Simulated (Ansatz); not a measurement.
Structures of equal composition on the (100) surface of rock-salt TiN: a layer of Ag, one atom over each N; a layer of Ag, one atom over each Ti. The slabs share one bottom face, and each structure is named by its start. These are constructed structures in small cells; real faces may alloy, dewet or reconstruct in larger ones, and not all known structures of the face are among them. Slabs of about 13 Å, Fermi-Dirac smearing of 0.1 eV. Bottom of the slabs: a bare face, its two planes held. Relaxed from the named starts with such symmetry as they have, on meshes of like density; energies extrapolated to zero smearing; spin only where a row says so; no spin-orbit coupling, no U. Brackets mark spin-polarised runs, whose order is one that fits the cell.

These are PBE (plane waves to 420 eV, PAW; Ansatz, an electronic-structure program) values and carry that method's errors.

Question: Rank these by energy per 1x1 cell (lowest first), as PBE gives it.

Answer: a layer of Ag, one atom over each N (0.000 eV), a layer of Ag, one atom over each Ti (0.080 eV)
